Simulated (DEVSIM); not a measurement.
Structure: abrupt GaAs p-n junction, at 350 K.

| layer (left to right) | material | thickness (μm) | Nd (cm⁻³) | Na (cm⁻³) | τn (s) | τp (s) |
|---|---|---|---|---|---|---|
| 1 | GaAs | 11.0 | - | 6.3e15 | 9e-8 | 9e-8 |
| 2 | GaAs | 33.0 | 1.8e15 | - | 9e-8 | 9e-8 |

Left contact: ohmic. Right contact: ohmic. Voltage is applied to the left contact. Recombination: SRH at mid-gap, radiative. Mobility is μmin + (μ − μmin)/(1 + (N/Nref)^α).

This is a model device: material constants are rounded textbook-type values typed into the input, and sizes, dopings and lifetimes were drawn at random. Values at 300 K; Nc and Nv go as T^1.5, mobilities as T to minus their exponent, the gap by Varshni's rule with the affinity fixed.

| parameter | GaAs |
|---|---|
| gap (eV) | 1.424 |
| affinity (eV) | 4.07 |
| permittivity | 12.9 |
| Nc (cm⁻³) | 4.7e17 |
| Nv (cm⁻³) | 9e18 |
| μn (cm²/Vs) | 8500 |
| μp (cm²/Vs) | 400 |
| μn,min | 500 |
| μp,min | 20 |
| Nref,n | 6e16 |
| Nref,p | 1.5e17 |
| αn | 0.39 |
| αp | 0.38 |
| T exponent of μn | 2.1 |
| T exponent of μp | 2.2 |
| B (cm³/s) | 2e-10 |
| Varshni α (eV/K) | 0.000541 |
| Varshni β (K) | 204 |

Simulated with DEVSIM: 1D drift-diffusion, Boltzmann statistics, complete ionisation; no tunnelling, impact ionisation, image-force lowering or self-heating.

The doping Nd of layer 2 was swept, all else fixed.

| doping Nd of layer 2 (cm^-3) | dark forward voltage at 100 A/cm² (V) | largest field in the device at zero bias (V/cm) | potential step across the device at zero bias (V) |
|---|---|---|---|
| 5.4e13 | 1.595 | 5300 | 0.894 |
| 1.8e14 | 1.358 | 7200 | 0.931 |
| 5.4e14 | 1.271 | 11000 | 0.964 |
| 1.8e15 | 1.192 | 19000 | 1.000 |
| 5.4e15 | 1.127 | 28000 | 1.033 |
| 1.8e16 | 1.080 | 36000 | 1.070 |
| 5.4e16 | 1.059 | 41000 | 1.103 |

From the first row to the last the dark forward voltage at 100 A/cm² goes from 1.595 to 1.059. From the first row to the last the largest field in the device at zero bias goes from 5300 to 41000.
